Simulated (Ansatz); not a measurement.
**Habitual settings against a tight run: LiHPd (P4/mmm, 3 atoms in the cell)**

Self-consistent single point.

```yaml
crystal:
  lattice:
    - [2.72221, 0.00000, 0.00000]
    - [0.00000, 2.72221, 0.00000]
    - [0.00000, 0.00000, 3.82389]
  atoms:
    - { symbol: Li, position: [0.50000, 0.50000, 0.50000] }
    - { symbol: H, position: [0.50000, 0.50000, 0.00000] }
    - { symbol: Pd, position: [0.00000, 0.00000, 0.00000] }
```

Computed with PBEsol, harder PAW files (source: ansatz) made with PBE (plane waves; Ansatz, an electronic-structure program).

Base settings: basis.ecutwfc = 58.8 Ry; kpoints.mp_grid.grid = 10 10 7; hamiltonian.xc = pbesol; hamiltonian.pseudopotentials = {kind: paw, source: ansatz}; scf.occupations.method = fermi_dirac; scf.occupations.width = 0.0073 Ry.

Tight run (finer mesh or higher cutoff; not a proven limit): basis.ecutwfc: 58.8 Ry → 82.3 Ry; kpoints.mp_grid.grid: 10 10 7 → 14 14 10; scf.convergence.dr2_threshold: default (1e-07 eV) → 1e-09 eV. It gave Fermi level (on the code's own zero) 12.08 eV; pressure 5.12 GPa.

Quick runs, as changes from the base:
- A: the base itself
- B: basis.ecutwfc: 58.8 Ry → 35.3 Ry; kpoints.mp_grid.grid: 10 10 7 → 6 6 6; scf.occupations.method: fermi_dirac → gaussian; scf.occupations.width: 0.0073 Ry → 0.02 Ry; kpoints.mp_grid.shift: default → 0.5 0.5 0.5
- C: basis.ecutwfc: 58.8 Ry → 29.4 Ry; kpoints.mp_grid.grid: 10 10 7 → 2 2 2
- D: basis.ecutwfc: 58.8 Ry → 41.2 Ry; kpoints.mp_grid.grid: 10 10 7 → 8 8 8
- E: basis.ecutwfc: 58.8 Ry → 47 Ry; kpoints.mp_grid.grid: 10 10 7 → 6 6 6; hamiltonian.xc: pbesol → lda [LDA (PW92)]
- F: basis.ecutwfc: 58.8 Ry → 35.3 Ry; kpoints.mp_grid.grid: 10 10 7 → 3 3 3

Energies are extrapolated to zero smearing width, which holds to low order in the width alone.

Dashes: energy of E, another energy zero.

† marks runs with another functional, U, potentials or spin treatment: their distance from the tight run is not a convergence error alone.

The count of work is k-points × plane waves × bands × iterations; it is no time. 

Pressures in the table are Ansatz's without its Pulay estimate, at a fixed set of plane waves; the tight run's value above holds the estimate.

The starting cell comes from a database of computed structures (which also holds hypothetical and non-ambient phases and stackings), without a prior relaxation at this level. Its lattice was rescaled by a random factor within 2.5 % of one. Spin polarisation is off. In the base run, with a pressure of about 5 GPa the cell is away from its equilibrium volume at this level.

```tsv
run	energy less tight (meV/atom)	pressure less tight (GPa)	count of work / tight
A	-0.6	-0.07	0.21
B	37.2	-5.06	0.018
C	552.5	-27.51	0.0058
D	3.1	-0.62	0.11
E†	–	-4.28	0.071
F	53.2	-3.85	0.0059
```

Among the runs at the tight run's level, the energy misses run from 0.6 to 552.5 meV/atom.

Keys are those of Ansatz 0.2.
